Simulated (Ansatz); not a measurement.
Results of PBEsol+SOC (PAW; Ansatz, a first-principles code) for Lu₄Hf₃O₁₂ (model structure, started from the La4Ti3O12 type, R-3, No. 148, 19 atoms in the cell).

Numerical settings: plane-wave cutoff 520 eV, 6×6×6 k mesh, Fermi–Dirac smearing 0.01 eV, PAW data made under PBE.

Cell (relaxed with PBEsol):

```cif
data_Hf9Lu12O36
_chemical_formula_sum 'Lu12 Hf9 O36'
_space_group_name_H-M_alt 'R-3 :H'
_space_group_IT_number 148
_space_group_name_Hall '-R 3'
_cell_length_a 5.51982
_cell_length_b 5.51982
_cell_length_c 26.77123
_cell_angle_alpha 90.000
_cell_angle_beta 90.000
_cell_angle_gamma 120.000
loop_
_atom_site_label
_atom_site_type_symbol
_atom_site_symmetry_multiplicity
_atom_site_Wyckoff_symbol
_atom_site_fract_x
_atom_site_fract_y
_atom_site_fract_z
_atom_site_occupancy
Lu1 Lu 6 c 0.00000 0.00000 0.14797 1
Lu2 Lu 6 c 0.00000 0.00000 0.27043 1
Hf1 Hf 3 a 0.00000 0.00000 0.00000 1
Hf2 Hf 6 c 0.00000 0.00000 0.42108 1
O1 O 18 f 0.03354 0.30745 0.20892 1
O2 O 18 f 0.04859 0.33556 0.04311 1
```
(The calculation used a cell of 19 atoms; values per cell refer to that cell.)

### Question
Estimate the band gap that the calculation returns.

### Answer

- band gap = 4.23 eV (on the SCF k mesh)

Note: the relaxation could raise the start's symmetry but not lower it, so the cell can be a saddle point; cell and atoms aren't relaxed at this level (pressure -0.3 GPa).

The computed numbers hold no vibrational or temperature effects.

A model structure was made by putting elements into a prototype or built by hand; it is no filed structure, need not be a known phase, and can be a saddle point held by its symmetry.
